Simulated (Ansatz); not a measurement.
Worked example: relaxation of cell and atoms of LiNbF6 (R-3, 8 atoms in the cell) in Ansatz (an electronic-structure program).

Method of the run: LDA (PW92), default PAW files made with PBE (plane waves; Ansatz).

The change in words: atoms on their sites; basis.ecutwfc: 420 eV → 210 eV; relax: default → cell and atoms. Reference geometry:
```yaml
crystal:
  lattice:
    - [2.57010, 1.48385, 4.57979]
    - [-2.57010, 1.48385, 4.57979]
    - [0.00000, -2.96770, 4.57979]
  atoms:
    - { symbol: Li, position: [0.50364, 0.50364, 0.50364] }
    - { symbol: Nb, position: [0.00000, 0.00000, 0.00000] }
    - { symbol: F, position: [0.12815, 0.75325, 0.36355] }
    - { symbol: F, position: [0.87185, 0.24675, 0.63645] }
    - { symbol: F, position: [0.36355, 0.12815, 0.75325] }
    - { symbol: F, position: [0.63645, 0.87185, 0.24675] }
    - { symbol: F, position: [0.75325, 0.36355, 0.12815] }
    - { symbol: F, position: [0.24675, 0.63645, 0.87185] }
```

Reference input (self-consistent single point, DFT, LDA (PW92), plane waves, default PAW files made with PBE): basis.ecutwfc = 420 eV; kpoints.mp_grid.grid = 5 5 5; hamiltonian.xc = lda; hamiltonian.pseudopotentials = {kind: paw} (the program's default PAW files); scf.occupations.method = fixed. This run's input differs from it in these lines:

Ansatz 0.2 input:
```diff
@@ -6,3 +6,3 @@
   atoms:
-    - { symbol: Li, position: [0.503639, 0.503639, 0.503639] }
+    - { symbol: Li, position: [0.500000, 0.500000, 0.500000] }
     - { symbol: Nb, position: [0.000000, 0.000000, 0.000000] }
@@ -15,3 +15,3 @@
 basis:
-  ecutwfc: 420.0 eV
+  ecutwfc: 210.0 eV
 kpoints:
@@ -23,2 +23,4 @@
   occupations: { method: fixed }
+relax:
+  cell: {}
 output:
```

Output, abridged:

```
   [... SCF lines of the steps left out ...]
relax step   1: F+E_penalty+E_count = -9362.23101714 eV  Δ(F+E_penalty+E_count) = +0.000e0 eV  max|allowed force component| = 2.254e-1 eV/Å  Δτ_max = 0.0000 Å  P = -4.434 GPa  Ω = 104.794 Å³  (9 SCF iters, dr2 threshold 1.00e-7 eV, accepted)
relax step   2: F+E_penalty+E_count = -9369.91717670 eV  Δ(F+E_penalty+E_count) = -7.686e0 eV  max|allowed force component| = 6.196e-2 eV/Å  Δτ_max = 0.0223 Å  P = +30.529 GPa  Ω = 100.477 Å³  energy of the carried Pulay correction = +8.050e0 eV  (6 [...]
   [... lines left out ...]
relax step 108: F+E_penalty+E_count = -9362.10660935 eV  Δ(F+E_penalty+E_count) = +2.440e-2 eV  max|allowed force component| = 5.687e-4 eV/Å  Δτ_max = 0.0001 Å  P = +0.001 GPa  Ω = 102.731 Å³  energy of the carried Pulay correction = -6.168e-2 eV  [...]
relax step 109: F+E_penalty+E_count = -9362.18776285 eV  Δ(F+E_penalty+E_count) = -8.115e-2 eV  max|allowed force component| = 2.375e-3 eV/Å  Δτ_max = 0.0000 Å  P = +0.020 GPa  Ω = 102.731 Å³  stress off target by 4.85e-2 GPa  SCF on the basis [...]
basis re-selected at this cell: Δ(F+E_penalty+E_count) = -8.115e-2 eV, ΔP = +0.020 GPa vs the last step
the relaxation is at rest under the 6 symmetry operations that the run kept from its start: a minimum is not shown …
Free energy (F): -9362.187763 eV
Internal energy: -9362.187763 eV  (E = F + TS)
E sigma→0 (E₀):  -9362.187763 eV
Fermi energy:    0.239116 eV
--- Forces (eV/Å), atoms counted from 1 ---
  atom   1  Li     0.00000000     0.00000000     0.00000000
  atom   2  Nb    -0.00000000     0.00000000     0.00000000
   [... lines left out ...]
  cell:  # Å, volume = 102.7309 Å³
   [... lines left out ...]
    - { symbol: F, position: [0.35756857411723786, 0.13742418937103523, 0.7539605832167238] }
    - { symbol: F, position: [0.642431425882762, 0.8625758106289648, 0.24603941678327634] }
    - { symbol: F, position: [0.7539605832167235, 0.35756857411723814, 0.13742418937103507] }
    - { symbol: F, position: [0.24603941678327645, 0.6424314258827618, 0.8625758106289649] }
```

The run converged. 

Summary of the result:
- Free energy E − TS (on the zero of these files) = -9362.1878 eV
- Top of the valence band (on the code's own zero) = 0.24 eV
- Gap on the k-point mesh = 5.04 eV
- Pressure = 0.02 GPa
- Largest force (vector length) = 0.002 eV/Å
- Final cell = a = b = c = 5.3452 Å, α = β = γ = 57.88°
- Final volume per atom = 12.84 Å³
- Relaxation steps = 109

The starting cell comes from a database of computed structures (which also holds hypothetical and non-ambient phases and stackings), without a prior relaxation at this level. Its lattice was rescaled by up to half a per cent. The relaxation keeps the symmetry of its start, so its end need not be a minimum. Ansatz's pressure includes its estimate of the finite-basis (Pulay) stress. Without the estimate this run gives -300.99 GPa. The cutoff lies below the one recommended for these files.

Cost on one core of a shared machine: roughly 3 min.
